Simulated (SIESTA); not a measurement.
## Worked example: self-consistent single point of PtSe2 (P-3m1, 3 atoms in the cell) in SIESTA

Computed with GGA PBE, numerical atomic orbitals TZP, PseudoDojo PBE standard norm-conserving potentials (rewritten from UPF to PSML) (SIESTA 5.4.2).

Input:

```
# files in the folder: Pt.psml Se.psml (PseudoDojo PBE standard)
SystemName  PtSe2
SystemLabel siesta

NumberOfAtoms                3
NumberOfSpecies              2
%block ChemicalSpeciesLabel
  1 78 Pt
  2 34 Se
%endblock ChemicalSpeciesLabel
LatticeConstant              1.0 Ang
%block LatticeVectors
     1.818748000   -3.150164000    0.000000000
     1.818748000    3.150164000    0.000000000
     0.000000000    0.000000000    4.954016000
%endblock LatticeVectors
AtomicCoordinatesFormat      Ang
%block AtomicCoordinatesAndAtomicSpecies
     0.000000000    0.000000000    0.000000000  1
     1.818748000    1.050054688    1.263274080  2
     1.818748000   -1.050054688    3.690741920  2
%endblock AtomicCoordinatesAndAtomicSpecies

XC.functional                GGA
XC.authors                   PBE
PAO.BasisSize                TZP
PAO.EnergyShift              0.01 Ry
MeshCutoff                   400 Ry
%block kgrid.MonkhorstPack
    8   0   0  0.0
    0   8   0  0.0
    0   0   5  0.0
%endblock kgrid.MonkhorstPack
OccupationFunction           FD
ElectronicTemperature        0.02 eV

MaxSCFIterations             150
SCF.Mixer.Method             Pulay
SCF.Mixer.Weight             0.25
SCF.Mixer.History            6
SCF.DM.Tolerance             1.0E-05
Diag.ParallelOverK           true
WriteForces                  true
```

The program printed (abridged):

```
reinit: Reading from file input.fdf

reinit: System Name: PtSe2
reinit: System Label: siesta

coor:   Atomic-coordinates input format  =     Cartesian coordinates
coor:                                          (in Angstroms)

siesta: Atomic coordinates (Bohr) and species
siesta:      0.00000   0.00000   0.00000  1        1
siesta:      3.43694   1.98432   2.38724  2        2
siesta:      3.43694  -1.98432   6.97449  2        3

siesta: System type = bulk

initatomlists: Number of atoms, orbitals, and projectors:      3    69    68

siesta: ******************** Simulation parameters ****************************
redata: Spin configuration                          = none
redata: Time-Reversal Symmetry                      = T
redata: Number of Atomic Species                    =        2
redata: Mesh Cutoff                                 =   400.0000 Ry
redata: Net charge of the system                    =     0.0000 |e|
redata: Min. number of SCF Iter                     =        0
redata: Max. number of SCF Iter                     =      150
redata: SCF convergence failure will abort job
redata: SCF mix quantity                            = Hamiltonian
redata: Mix DM or H after convergence               =   F
redata: Recompute H after scf cycle                 =   F
redata: Mix DM in first SCF step                    =   T
redata: No kicks to SCF
redata: DM Mixing Weight for Kicks                  =     0.5000
redata: Require Harris convergence for SCF          =   F
redata: Harris energy tolerance for SCF             =     0.000100 eV
redata: Require DM convergence for SCF              =   T
redata: DM tolerance for SCF                        =     0.000010
redata: Require EDM convergence for SCF             =   F
redata: EDM tolerance for SCF                       =     0.001000 eV
redata: Require H convergence for SCF               =   T
redata: Hamiltonian tolerance for SCF               =     0.001000 eV
redata: Require (free) Energy convergence for SCF   =   F
redata: (free) Energy tolerance for SCF             =     0.000100 eV
redata: Using DFT-D3 dispersion                     =   F
redata: Using Saved Data (generic)                  =   F
redata: Method of Calculation                       = Diagonalization
redata: Electronic Temperature                      =   232.0904 K
redata: Number of TDED substeps                     =        3
redata: Dynamics option                             = Single-point calculation
redata: Save all siesta data in one NC              =   F
redata: ***********************************************************************

%block SCF.Mixers
  Pulay
%endblock SCF.Mixers

%block SCF.Mixer.Pulay
  # Mixing method
  method pulay
  variant stable

  # Mixing options
  weight 0.2500
  weight.linear 0.2500
  history 6
%endblock SCF.Mixer.Pulay

DM_history_depth set to one: no extrapolation allowed by default for geometry relaxation
Size of DM history Fstack: 1
Total number of electrons:    50.000000
Total ionic charge:    50.000000

* ProcessorY, Blocksize:    1  64

* Orbital distribution balance (max,min):    69    69

k-point displ. along   1 input, could be:     0.00    0.50
k-point displ. along   2 input, could be:     0.00    0.50
 Kpoints in:          192 . Kpoints trimmed:          168

siesta: k-grid: Number of k-points = 168
siesta: k-points from Monkhorst-Pack grid
siesta: k-cutoff (effective) =    12.385 Ang
siesta: k-point supercell and displacements
siesta: k-grid:     8     0     0      0.000
siesta: k-grid:     0     8     0      0.000
siesta: k-grid:     0     0     5      0.000

diag: Algorithm                                     = D&C
diag: Parallel over k                               =   F
diag: Use parallel 2D distribution                  =   F
diag: Parallel block-size                           = 64
diag: Parallel distribution                         =     1 x     1
diag: Used triangular part                          = Lower
diag: Absolute tolerance                            =  0.100E-15
diag: Orthogonalization factor                      =  0.100E-05
diag: Memory factor                                 =  1.0000

superc: Internal auxiliary supercell:     7 x     7 x     5  =     245
superc: Number of atoms, orbitals, and projectors:    735  16905  16660

                        Single-point calculation

superc: Internal auxiliary supercell:     7 x     7 x     5  =     245
superc: Number of atoms, orbitals, and projectors:    735  16905  16660

outcell: Unit cell vectors (Ang):
        1.818748   -3.150164    0.000000
        1.818748    3.150164    0.000000
        0.000000    0.000000    4.954016

outcell: Cell vector modules (Ang)   :    3.637496    3.637496    4.954016
outcell: Cell angles (23,13,12) (deg):     90.0000     90.0000    120.0000
outcell: Cell volume (Ang**3)        :     56.7666
new_DM -- step:     1
Initializing Density Matrix...

Attempting to read DM from file... Failed...
DM filled with atomic data:

InitMesh: MESH = 40 x 40 x 60 = 96000
InitMesh: Mesh cutoff (required, used) =   400.000   405.406 Ry

stepf: Fermi-Dirac step function

        iscf     Eharris(eV)        E_KS(eV)     FreeEng(eV)     dDmax    Ef(eV) dHmax(eV)
   scf:    1   -10090.446707   -10131.630709   -10131.630709  1.993465 -0.640450 25.129437
   scf:    2   -10147.366690   -10147.744941   -10147.746623  0.440273 -2.130462  2.478072
   scf:    3   -10148.207600   -10148.105790   -10148.107241  0.051489 -2.082826  1.195241
   scf:    4   -10148.176962   -10148.148451   -10148.149836  0.104307 -2.320371  0.126363
   scf:    5   -10148.148874   -10148.149079   -10148.150504  0.002577 -2.322005  0.043140
   scf:    6   -10148.149380   -10148.149270   -10148.150670  0.001991 -2.323348  0.006510
   scf:    7   -10148.149312   -10148.149294   -10148.150681  0.000714 -2.323787  0.004003
   scf:    8   -10148.149293   -10148.149294   -10148.150681  0.000144 -2.323641  0.001557
   scf:    9   -10148.149293   -10148.149293   -10148.150682  0.000091 -2.323568  0.000112
   scf:   10   -10148.149293   -10148.149293   -10148.150682  0.000002 -2.323574  0.000020

SCF Convergence by DM+H criterion
max |DM_out - DM_in|         :     0.0000016222
max |H_out - H_in|      (eV) :     0.0000195149
SCF cycle converged after 10 iterations

Using DM_out to compute the final energy and forces

siesta: E_KS(eV) =           -10148.1493

siesta: E_KS - E_eggbox =    -10148.1493

siesta: Atomic forces (eV/Ang):
     1   -0.000000   -0.000000   -0.000000
     2   -0.000000    0.000152    1.764886
     3    0.000000   -0.000152   -1.764886
   Tot   -0.000000    0.000000   -0.000000
   Max    1.764886
   Res    0.831975    sqrt( Sum f_i^2 / 3N )
   Max    1.764886    constrained

Stress tensor Voigt[x,y,z,yz,xz,xy] (kbar):     -247.10     -248.12     -195.95       -0.01        0.00       -0.00
(Free)E + p*V (eV/cell)   -10139.9878
Target enthalpy (eV/cell)   -10148.1507

siesta: Program's energy decomposition (eV):
siesta: Ebs     =     -1759.886834
siesta: Eions   =     11818.878048
siesta: Ena     =       964.967605
siesta: Ekin    =      5296.172796
siesta: Enl     =     -2676.009445
siesta: Eso     =         0.000000
siesta: Edftu   =         0.000000
siesta: DEna    =        51.731814
siesta: DUscf   =         1.824078
siesta: DUext   =         0.000000
siesta: Ex      =     -1859.998868
siesta: Ec      =      -107.959224
siesta: Exc     =     -1967.958092
siesta: Eharris =    -10148.149293
siesta: Etot    =    -10148.149293
siesta: FreeEng =    -10148.150682

siesta: Atomic forces (eV/Ang):
siesta:      1   -0.000000   -0.000000   -0.000000
siesta:      2   -0.000000    0.000152    1.764886
siesta:      3    0.000000   -0.000152   -1.764886
siesta: ----------------------------------------
siesta:    Tot   -0.000000    0.000000   -0.000000

siesta: Stress tensor (static) (eV/Ang**3):
siesta:    -0.154225    0.000000    0.000000
siesta:    -0.000000   -0.154865   -0.000007
siesta:     0.000000   -0.000007   -0.122304

siesta: Cell volume =         56.766627 Ang**3

siesta: Pressure (static):
siesta:                Solid            Molecule  Units
siesta:           0.00156616          0.00184013  Ry/Bohr**3
siesta:           0.14379788          0.16895282  eV/Ang**3
siesta:         230.38959622        270.69226682  kBar
```

The run converged in 10 iterations.

The starting cell has typed, rounded lattice constants, without a prior relaxation at this level. Its lattice was rescaled by a random factor within 2.5 % of one. Spin polarisation is off. Values carry the incompleteness of an atom-centred basis. With a pressure of about 23 GPa the cell is away from its equilibrium volume at this level. Forces in this geometry exceed 1 eV/Å.
